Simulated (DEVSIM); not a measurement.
illuminated Ge p-on-n cell, one wavelength

Device: illuminated Ge p-on-n cell, one wavelength, at 300 K.

| layer (left to right) | material | thickness (μm) | Nd (cm⁻³) | Na (cm⁻³) | τn (s) | τp (s) | absorption coefficient (cm⁻¹) |
|---|---|---|---|---|---|---|---|
| 1 | Ge | 0.190 | - | 2.4e18 | 9.9e-9 | 6.9e-8 | 4200 |
| 2 | Ge | 70.0 | 2.8e17 | - | 4.3e-7 | 4.3e-7 | 4200 |

Left contact: ohmic, minority electron recombination velocity 100 cm/s. Right contact: ohmic, minority hole recombination velocity 2e5 cm/s. Voltage is applied to the left contact. Recombination: SRH at mid-gap, radiative, Auger. Light enters at the left, 3.9e17 photons cm⁻² s⁻¹, one pass, no reflection. Mobility is constant in doping.

The device is made up for the run: typed textbook-type constants, with dimensions and the other settings drawn at random. Values at 300 K.

| parameter | Ge |
|---|---|
| gap (eV) | 0.664 |
| affinity (eV) | 4 |
| permittivity | 16 |
| Nc (cm⁻³) | 1.04e19 |
| Nv (cm⁻³) | 6e18 |
| μn (cm²/Vs) | 3900 |
| μp (cm²/Vs) | 1900 |
| B (cm³/s) | 6.4e-14 |
| Cn (cm⁶/s) | 1e-31 |
| Cp (cm⁶/s) | 1e-31 |

Simulated with DEVSIM: 1D drift-diffusion, Boltzmann statistics, complete ionisation; no tunnelling, impact ionisation, image-force lowering or self-heating.

```yaml
potential_step_across_the_device_at_zero_bias: 0.547 V
largest_field_in_the_device_at_zero_bias: 170000 V/cm
Dark forward voltage at 1 A/cm²: 0.329 V
Dark forward voltage at 100 A/cm²: 0.453 V
short_circuit_current: 59.4 mA/cm²
open_circuit_voltage: 0.256 V
fill_factor: 0.69
largest_power: 10.5 mW/cm²
share_of_generated_pairs_collected_at_short_circuit: 0.951
```

Dark forward current:

```csv
V (V),J (A/cm²)
0.05,2.3e-5
0.10,0.00016
0.15,0.0010
0.20,0.0070
0.25,0.048
0.30,0.33
0.35,2.3
0.40,15
0.45,91
0.50,410
0.55,1400
0.60,4200
```

Current under light (generator sign):

```json
[
 {"V (V)": "0.00", "J (mA/cm²)": "59.4"},
 {"V (V)": "0.02", "J (mA/cm²)": "59.4"},
 {"V (V)": "0.04", "J (mA/cm²)": "59.4"},
 {"V (V)": "0.06", "J (mA/cm²)": "59.4"},
 {"V (V)": "0.08", "J (mA/cm²)": "59.4"},
 {"V (V)": "0.10", "J (mA/cm²)": "59.3"},
 {"V (V)": "0.12", "J (mA/cm²)": "59.1"},
 {"V (V)": "0.14", "J (mA/cm²)": "58.7"},
 {"V (V)": "0.16", "J (mA/cm²)": "57.9"},
 {"V (V)": "0.18", "J (mA/cm²)": "56.2"},
 {"V (V)": "0.20", "J (mA/cm²)": "52.4"},
 {"V (V)": "0.22", "J (mA/cm²)": "44.3"},
 {"V (V)": "0.24", "J (mA/cm²)": "26.8"},
 {"V (V)": "0.26", "J (mA/cm²)": "-10.9"}
]
```
